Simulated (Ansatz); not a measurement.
Input:

```yaml
crystal:
  lattice:
    - [2.95332, 0.00000, 0.00000]
    - [-1.47666, 2.55765, 0.00000]
    - [0.00000, 0.00000, 4.72248]
  atoms:
    - { symbol: Ti, position: [0.33333, 0.66667, 0.73737] }
    - { symbol: Ti, position: [0.66667, 0.33333, 0.26263] }
    - { symbol: O, position: [0.00000, 0.00000, 0.00000] }
```

These are PBEsol, DFPT electron-phonon coupling, linearised Boltzmann equation (plane waves, PAW, scalar-relativistic; Ansatz, a program for electronic structure) values and carry that method's errors. How the cell was made: relaxed with this functional, without spin-orbit coupling.

What phonon-limited resistivity does this give at 300 K?

34 (x), 34 (y), 14.2 (z) μΩ·cm.

And the electrons' mean free path at that temperature?

6.8 (x), 6.8 (y), 7.7 (z) nm, weighted by the current that each state carries. Wires not much wider than this gain resistivity from their walls.

A metal at this level (no band gap). Only scattering by harmonic phonons is included (no impurities, grain boundaries, electron-electron scattering or thermal expansion). Spin-orbit coupling is left out. Halving the electron mesh (32x32x20) moves the resistivity by up to 1 % at 300 K, the mean free path by up to 4 %. Smearing 0.20 eV; phonons on a 5x5x3 q mesh, which this run doesn't test.

Formula and space group known from diffraction (Crystallography Open Database), not checked to be the room-temperature form: Ti2O (P-3m1).
